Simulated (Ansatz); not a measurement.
# A computed series for NaMgF3: pressure series

The parent structure is NaMgF3 in the cubic perovskite structure (space group Pm-3m, No. 221; a = 3.887 Å; a cell from a computed database, its experimental status unchecked).

Cell and atoms are relaxed at each pressure.

The values are results of DFT with r2SCAN, PAW potentials and a 500 eV plane-wave cutoff in Ansatz (an electronic-structure program), scalar-relativistic without spin-orbit coupling, not measurements.

```
change            band gap   electron mass  lattice parameter a
----------------  --------  --------------  -------------------
base               7.07 eV  0.56 mₑ (at Γ)           7.346 bohr
pressure −2 GPa    6.93 eV  0.56 mₑ (at Γ)           7.412 bohr
pressure −1 GPa          …  0.56 mₑ (at Γ)                    …
pressure 3 GPa     7.24 eV  0.56 mₑ (at Γ)           7.261 bohr
pressure 7 GPa     7.45 eV  0.56 mₑ (at Γ)           7.164 bohr
pressure 15 GPa    7.81 eV  0.56 mₑ (at Γ)           7.011 bohr
pressure 30 GPa    8.33 eV  0.56 mₑ (at Γ)           6.804 bohr
pressure 50 GPa    8.89 eV  0.56 mₑ (at Γ)           6.610 bohr
pressure 75 GPa    9.45 eV  0.56 mₑ (at Γ)           6.434 bohr
pressure 100 GPa   9.92 eV  0.57 mₑ (at Γ)           6.299 bohr
```

Task: What belongs in the blanks?

Result: 
- pressure −1 GPa, band gap: 7.00 eV
- pressure −1 GPa, lattice parameter a: 7.378 bohr

Load acts through the strain it causes; cell and atoms are relaxed under it. Masses are band curvatures over ±0.01 Å⁻¹ around the edge. No phonon test of stability was made. No other phases were tried under pressure. Many cubic perovskites are stable only at high temperature; tilts and polar distortions were not tested.
